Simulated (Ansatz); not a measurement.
## TaTe₄ (P4/mcc): band-structure transport figures

Data:

```
CELL_PARAMETERS angstrom
      6.50074     0.00000     0.00000
      0.00000     6.50074     0.00000
      0.00000     0.00000     6.78590
ATOMIC_POSITIONS crystal
  Ta 0.00000 0.00000 0.25000
  Ta 0.00000 0.00000 0.75000
  Te 0.32432 0.14457 0.00000
  Te 0.67568 0.85543 0.00000
  Te 0.85543 0.32432 0.00000
  Te 0.14457 0.67568 0.00000
  Te 0.32432 0.85543 0.50000
  Te 0.67568 0.14457 0.50000
  Te 0.85543 0.67568 0.50000
  Te 0.14457 0.32432 0.50000
```

Computed with PBEsol, rigid bands (plane waves, PAW, scalar-relativistic; Ansatz, a program for electronic structure). Cell: cell and atoms relaxed with PBEsol.

```
Quantity                                                              Value
------------------------------------  -------------------------------------
density of states at the Fermi level      3.16 states/(eV·cell), both spins
bare Sommerfeld coefficient                       0.74 mJ/(mol of atoms·K²)
Drude plasma energy                          1.92 (x), 1.92 (y), 2.9 (z) eV
root-mean-square Fermi velocity                                   4.3e5 m/s
resistivity times τ                   133 (x), 133 (y), 57 (z) ×10⁻²² Ω·m·s
```

A metal at this level (no band gap); rigid bands, thermally averaged at 300 K, both spins. Spin-orbit coupling is left out, which matters with elements this heavy. τ is one relaxation time for all states.

Computed structure, not matched to a measured one here, so possibly hypothetical: TaTe4 (P4/mcc).
